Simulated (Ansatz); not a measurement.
The starting structures come from a database of crystals and need not be the phases stable at ambient conditions.

Tunnelling through a barrier is set by its complex band structure: the current falls as exp(−2κd) with the smallest κ.

Data:

```
AlK2LiP2
1.0
    6.12420     0.00000     0.00000
   -3.06210     8.06756     0.00000
    0.00000    -2.35369     5.69537
K Li Al P
4 2 2 4
Direct
  0.82685   0.65370   0.09955
  0.17315   0.34630   0.90045
  0.67315   0.34630   0.44585
  0.32685   0.65370   0.55415
  0.75000   0.00000   0.50000
  0.25000   0.00000   0.50000
  0.75000   0.00000   0.00000
  0.25000   0.00000   0.00000
  0.91164   0.82328   0.69059
  0.08836   0.17672   0.30941
  0.58836   0.17672   0.86731
  0.41164   0.82328   0.13269
```

The cell is taken as given; by r2SCAN it stands under a pressure of -0.7 GPa.

Transport runs along the normal of the first two printed cell vectors.

The gap is the functional's own, uncorrected, and κ follows it; spin-orbit coupling is left out. Mid-gap means the computed energy nearest the middle.

### Question
Give the band gap and the smallest decay constant κ at mid-gap that Ansatz (a quantum-chemistry and plane-wave program) with r2SCAN yields.

### Answer
Gap 2.26 eV on a 6×6×6 mesh; κ = 0.220 1/Å, at the zone centre.
